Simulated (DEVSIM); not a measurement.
System: abrupt Si p-n junction, at 300 K.

```tsv
layer (left to right)	material	thickness (μm)	Nd (cm⁻³)	Na (cm⁻³)	τn (s)	τp (s)
1	Si	0.130	-	1.6e17	4.5e-5	4.5e-5
2	Si	34.0	1.1e14	-	4.5e-5	4.5e-5
```

Left contact: ohmic. Right contact: ohmic. Voltage is applied to the left contact. Recombination: SRH at mid-gap, radiative. Gap narrowing is on: ΔEg = 6.92 meV × (l + √(l² + 0.5)), l = ln(N/1.3e17 cm⁻³), shared equally by both band edges. Mobility is constant in doping.

The device is made up for the run: typed textbook-type constants, with dimensions and the other settings drawn at random. Values at 300 K.

| parameter | Si |
|---|---|
| gap (eV) | 1.124 |
| affinity (eV) | 4.05 |
| permittivity | 11.7 |
| Nc (cm⁻³) | 2.86e19 |
| Nv (cm⁻³) | 3.1e19 |
| μn (cm²/Vs) | 1417 |
| μp (cm²/Vs) | 470 |
| B (cm³/s) | 4.7e-15 |

Model (solved in DEVSIM): 1D drift-diffusion, Boltzmann statistics, complete ionisation; no tunnelling, impact ionisation, image-force lowering or self-heating.

The thickness of layer 2 was swept, all else fixed.

| thickness of layer 2 (μm) | dark forward voltage at 1 A/cm² (V) |
|---|---|
| 6.8 | 0.519 |
| 12 | 0.538 |
| 20 | 0.554 |
| 34 | 0.577 |
| 58 | 0.607 |
| 100 | 0.653 |
| 170 | 0.725 |

From the first row to the last the dark forward voltage at 1 A/cm² goes from 0.519 to 0.725.
